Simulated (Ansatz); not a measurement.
ZnS under load (space group P6_3mc), r2SCAN with spin-orbit coupling, rigid bands (Ansatz, a program for electronic structure). Condition of this run: biaxial stress in the c plane of -4 GPa (compression positive) (the target of the relaxation). Band gap 2.67 eV, N_c = 2.26e18 cm⁻³ and N_v = 2.04e19 cm⁻³ at 300 K, conductivity masses along z (a = (3.89, 0.00, 0.00) Å; b = (-1.94, 3.37, 0.00) Å; c = (0.00, 0.00, 6.11) Å) of 0.204 mₑ (electrons) and 0.378 mₑ (holes). Take k_BT = 0.02585 eV.

Question: Find the intrinsic carrier density and the intrinsic Fermi level.

Answer: n_i = √(N_c N_v) exp(−E_g/2k_BT) = 6.79e18 × exp(−51.64) = 2.5e-4 cm⁻³. The level lies (k_BT/2) ln(N_v/N_c) = 28 meV from mid-gap (positive towards the conduction band). Each 0.1 eV added to the gap lowers n_i by a factor of 6.9.

Question: What thermal injection velocity √(2k_BT/πm) limits a ballistic channel along the direction named?

Answer: 1.19e7 cm/s for electrons and 8.75e6 cm/s for holes, a ratio of √(m_h/m_e) = 1.36, for dilute carriers.

Rigid bands with the computed gap; masses take one relaxation time for all states. Geometry: cell and atoms relaxed with PBEsol.
